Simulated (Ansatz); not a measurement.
## Several settings converged on a (100) slab of HgTe (cut from a parent of space group no. 154; 12 atoms in the cell)

```xyz
12
Lattice="4.6489 0.0000 0.0000 0.0000 10.3768 0.0000 0.0000 0.0000 21.9418" Properties=species:S:1:pos:R:3 pbc="T T T"
Hg     2.7622     0.0000     7.7030
Hg     2.7622     6.9179    10.2127
Hg     0.2867     3.4589     8.9579
Te     2.3564     5.1884     7.0000
Te     2.3564     1.7295    10.9157
Te     1.0985     8.6473     8.9579
Hg     0.4377     0.0000    11.7291
Hg     0.4377     6.9179    14.2388
Hg     2.6112     3.4589    12.9840
Te     0.0319     5.1884    11.0261
Te     0.0319     1.7295    14.9418
Te     3.4229     8.6473    12.9840
```

Base method: LDA (PW92), PAW files made with PBE (plane waves; Ansatz, a quantum-chemistry and plane-wave program).

Base settings: basis.ecutwfc = 420 eV; kpoints.mp_grid.grid = 3 1 1; hamiltonian.xc = lda; hamiltonian.pseudopotentials = {kind: paw} (the program's default PAW files); scf.occupations.method = fermi_dirac; scf.occupations.width = 0.02 eV.

The count of work is k-points × plane waves × bands × iterations; it is no time. Core times come from one kind of shared machine, to one figure; runs under 30 s give none.

**The vacuum**

The mesh stays at the base's, so the ladder's end is converged at best in this setting alone.

Only quantities that move along the ladder and can be compared are tabulated.

| vacuum between outermost atoms (Å) | free energy less the last step's (meV/atom) | largest difference of a force vector from the last step's (eV/Å) | count of work / last |
|---|---|---|---|
| 3.0 | -43.44 | 0.434 | 0.25 |
| 4.0 | -12.93 | 0.137 | 0.26 |
| 5.0 | -3.85 | 0.042 | 0.30 |
| 6.0 | -1.18 | 0.013 | 0.34 |
| 7.0 | -0.38 | 0.004 | 0.42 |
| 8.0 | -0.13 | 0.002 | 0.42 |
| 10.0 | -0.01 | 0.000 | 0.47 |
| 12.0 | 0.00 | 0.000 | 0.53 |
| 14.0 | 0.00 | 0.000 | 0.58 |
| 17.0 | 0.00 | 0.000 | 0.66 |
| 20.0 | 0.01 | 0.000 | 0.69 |
| 25.0 | 0.01 | 0.000 | 0.87 |
| 30.0 | 0.00 | 0.000 | 1.0 |

Smallest vacuum between outermost atoms (Å) that holds the forces within 0.01 eV/Å of the last step, with all finer ones: 7.0, at 0.42 of the last step's count of work; the step before is off by 0.013 eV/Å.

Smallest vacuum between outermost atoms (Å) that holds the free energy within 1 meV/atom of the last step, with all finer ones: 7.0, at 0.42 of the last step's count of work; the step before is off by 1.2 meV/atom.

**The k-point mesh**

Only quantities that move along the ladder and can be compared are tabulated.

```tsv
kpoints.mp_grid.grid	free energy less the last step's (meV/atom)	largest difference of a force vector from the last step's (eV/Å)	count of work / last	core time / last (rough)
2 1 1	61.86	0.210	0.071	–
3 1 1	14.50	0.202	0.063	–
3 2 1	0.99	0.114	0.12	0.09
4 2 1	-1.98	0.066	0.18	0.10
5 2 1	-0.76	0.041	0.18	0.1
5 3 1	-0.96	0.032	0.17	0.1
6 3 1	-1.26	0.029	0.21	0.2
7 4 1	0.33	0.028	0.33	0.2
8 4 1	0.41	0.016	0.42	0.3
10 5 1	0.13	0.007	0.50	0.4
11 5 1	0.00	0.007	0.50	0.5
13 6 1	-0.09	0.004	0.72	0.6
16 7 1	0.00	0.000	1.0	1
```

Coarsest kpoints.mp_grid.grid that holds the free energy within 5 meV/atom of the last step, with all finer ones: 3 2 1, at 0.12 of the last step's count of work and about 0.09 of the last step's time; the step before is off by 14 meV/atom.

Coarsest kpoints.mp_grid.grid that holds the forces within 0.02 eV/Å of the last step, with all finer ones: 8 4 1, at 0.42 of the last step's count of work and about 0.3 of the last step's time; the step before is off by 0.028 eV/Å.

**The plane-wave cutoff**

The mesh stays at the base's, so the ladder's end is converged at best in this setting alone.

Only quantities that move along the ladder and can be compared are tabulated.

```tsv
basis.ecutwfc	free energy less the last step's (meV/atom)	largest difference of a force vector from the last step's (eV/Å)	count of work / last
210 eV	4998.67	0.192	0.12
250 eV	903.22	0.050	0.16
295 eV	86.87	0.031	0.21
355 eV	3.35	0.002	0.28
420 eV	1.74	0.001	0.35
505 eV	0.41	0.000	0.47
630 eV	0.12	0.000	0.65
840 eV	0.00	0.000	1.0
```

Coarsest basis.ecutwfc that holds the forces within 0.01 eV/Å of the last step, with all finer ones: 355 eV, at 0.28 of the last step's count of work; the step before is off by 0.031 eV/Å.

Coarsest basis.ecutwfc that holds the free energy within 2 meV/atom of the last step, with all finer ones: 420 eV, at 0.35 of the last step's count of work; the step before is off by 3.4 meV/atom.

On the base run: the starting cell comes from a database of computed structures (which also holds hypothetical and non-ambient phases and stackings), without a prior relaxation at this level. The slab is cut from that crystal, and its faces are unrelaxed. Its lattice was rescaled by up to half a per cent. Spin polarisation is off, though cut faces can carry moments. In the base run, forces exceed 1 eV/Å.

Left out of this page: 1 run of the series stopped by limits of time or memory.

Keys are those of Ansatz 0.2.
